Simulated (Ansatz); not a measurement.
Take IrO2 in the rutile structure (space group P4_2/mnm, No. 136; a = 4.472 Å, c = 3.154 Å) as the base.

Structures relaxed with PBEsol (Ansatz, a quantum-chemistry and plane-wave program, PAW, scalar-relativistic without spin-orbit coupling), earlier PAW set.

Base:

Simulated powder pattern, Cu Kα, λ = 1.54184 Å (kinematic, ideal powder, no thermal factors, no anomalous dispersion; the 8 strongest lines at most, above 2 %, up to 2θ = 90°):

```
2θ (°)  I/Imax (%)    hkl
------  ----------  -----
28.22          100  (110)
34.81           98  (101)
40.34           29  (200)
54.32           69  (211)
66.07           17  (310)
66.23           19  (112)
69.79           19  (301)
83.81           17  (321)
```

Now apply this change: full substitution Ir → P; the structure is relaxed again.

After the change:

Simulated powder pattern, Cu Kα, λ = 1.54184 Å (kinematic, ideal powder, no thermal factors, no anomalous dispersion; the 8 strongest lines at most, above 2 %, up to 2θ = 90°):

| 2θ (°) | I/Imax (%) | hkl |
|---|---|---|
| 28.45 | 100 | (110) |
| 37.90 | 30 | (101) |
| 43.22 | 40 | (111) |
| 45.72 | 13 | (210) |
| 56.80 | 60 | (211) |
| 58.87 | 22 | (220) |
| 72.18 | 27 | (301) |
| 73.91 | 11 | (112) |

The indices refer to each structure's own conventional cell; one index is shown for lines that coincide.

No phonon test of stability was made. As relaxed here, PO2 is a hypothetical phase, not in the database extracts checked. No Hubbard U is applied, and correlation can decide whether such a compound is a metal. The final runs are not spin-polarised.
